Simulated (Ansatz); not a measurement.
An Ansatz (a program for electronic structure) run: Y with a change (uniaxial strain ε_zz = +2.00 %); Kohn–Sham DFT with the PBE functional, run in Ansatz with PAW and 420 eV plane waves, spin-orbit coupling left out.

Input:

Ansatz 0.2 input:
```yaml
crystal:
  lattice:
    - [3.6523469831, 0, 0]
    - [-1.8261734915, 3.1630252708, 0]
    - [0, 0, 5.8169938692]
  atoms:
    - { symbol: Y, position: [0.6666666667, 0.3333333333, 0.75] }
    - { symbol: Y, position: [0.3333333333, 0.6666666667, 0.25] }
basis: { ecutwfc: 420, ecutrho_ratio: 4, xc_grid: 2, fft_grid_basis: typed }
kpoints: { mp_grid: { grid: [18, 18, 10] } }
hamiltonian:
  xc: pbe
  dispersion: none
  pseudopotentials: { kind: paw }
scf: { occupations: { method: fermi_dirac, width: 0.1 }, convergence: { dr2_threshold: 0.0000000002 } }
relax: { f_tol: 0.005, max_steps: 50 }
output: { forces: true, stress: true }
checkpoint: { write: state.ck, write_every: 1000 }
```

Output (explanatory and most iteration lines left out):

```
Relaxation: its limit of steps is 50 (relax.max_steps)
Pseudopotential: Y, paw, valence charge 11
Crystal: 2 atoms, lattice volume = 67.201 Å³
Basis set: ecut = 420 eV, 1303 PW (Γ), exchange–correlation on 50×50×80 points (8 copies of the dense FFT grid, shifted against one another)
Bands: 15, of which v1, the nominal top of the filled ones, is band 11 counted from 1 (10 counted from 0)
Symmetry: 24 space group operations
Space group: P63/mmc (ITA 194), of the structure as read, at distance tolerance 4.1e-5 Å
k-points: 222 of 3240
Functional: x = pbe(κ = 0.804, μ = 0.2195149727645171), c = pbe(β = 0.06672455060314922)
SCF iter   1: F=—  HF=-7697.392511 eV  |F-HF|=—  |Δ(HF+E_count)|=         —  Δρ=1.59e-3  dr2=1.26e-3  ethr=1.77e-3  ⟨swp⟩=4.3  Hψ=14496  notcnv=0
SCF iter   2: F=—  HF=-7697.393090 eV  |F-HF|=—  |Δ(HF+E_count)|=   5.78e-4  Δρ=1.04e-3  dr2=5.33e-4  ethr=5.73e-6  ⟨swp⟩=2.3  Hψ=7678  notcnv=0
SCF 1 converged in 8 iterations: F = -7697.393489 eV  dr2 = 4.00e-11
relax step   1: F+E_penalty+E_count = -7697.39348852 eV  Δ(F+E_penalty+E_count) = +0.000e0 eV  max|allowed force component| = 3.469e-17 eV/Å  Δτ_max = 0.0000 Å  (8 SCF iters, accepted)
SCF converged after 8 iterations
Free energy (F): -7697.393489 eV
Internal energy: -7697.266723 eV  (E = F + TS)
E sigma→0 (E₀):  -7697.330106 eV
Entropy (-TS):   -0.126766 eV (-63.383 meV/atom)
Fermi energy:    9.084755 eV
--- Forces (eV/Å), atoms counted from 1 ---
  atom   1  Y     -0.00000000    -0.00000000    -0.00000000
  atom   2  Y      0.00000000     0.00000000     0.00000000
--- Stress (GPa, compression-positive) ---
       -0.404474      -0.000000       0.000000
       -0.000000      -0.404474      -0.000000
        0.000000      -0.000000      -1.487193
  P = ⅓ Tr σ = -0.7654 GPa (-7.654 kbar)
--- Relaxed structure (1 steps of the walk, 1 accepted, 0 SCFs on fresh bases) ---
  atoms:
    - { symbol: Y, position: [0.6666666666666666, 0.3333333333333333, 0.7500000000000001] }
    - { symbol: Y, position: [0.3333333333333333, 0.6666666666666666, 0.25000000000000006] }
```

No phonon test of stability was made. All final runs are without spin polarisation. The cell was made from Y in the hcp (Mg type) structure (space group P6_3/mmc, No. 194) by this change: uniaxial strain ε_zz = +2.00 %.
